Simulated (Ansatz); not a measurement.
CaZnF4 (I4₁/a, No. 88, 12 atoms in the cell; start COD 1529060) was calculated with PBEsol (Ansatz, a program for electronic structure, PAW).

Numerical settings: plane-wave cutoff 520 eV, 10×10×10 k mesh, Fermi–Dirac smearing 0.01 eV, scalar-relativistic PAW data made under PBE.

Cell (measured lattice):

```
CaZnF4
1.0
   -2.66150     2.66150     5.50600
    2.66150    -2.66150     5.50600
    2.66150     2.66150    -5.50600
Zn Ca F
2 2 8
Cartesian
  0.00000   2.66150   2.75300
  0.00000   0.00000   0.00000
  2.66150   0.00000   2.75300
  0.00000   0.00000   5.50600
  1.80982  -1.25090   4.49290
  1.41060   3.51318   1.73990
  0.85168   3.91241  -1.01310
  1.25091  -0.85168   7.24590
  0.85168   1.25091   3.76610
  1.25090   1.80982   6.51910
  1.80982   1.41060  -1.73990
  1.41060   0.85168   1.01310
```

Q: Give the computed band gap.

A: 
- band gap: 5.20 eV (direct)

Note: the file's cell can be that of a phase stable at another temperature; cell and atoms aren't relaxed at this level (largest force component 0.16 eV/Å, pressure -1.8 GPa).

The computed numbers hold no vibrational or temperature effects.

The result took very roughly 3 core-minutes.
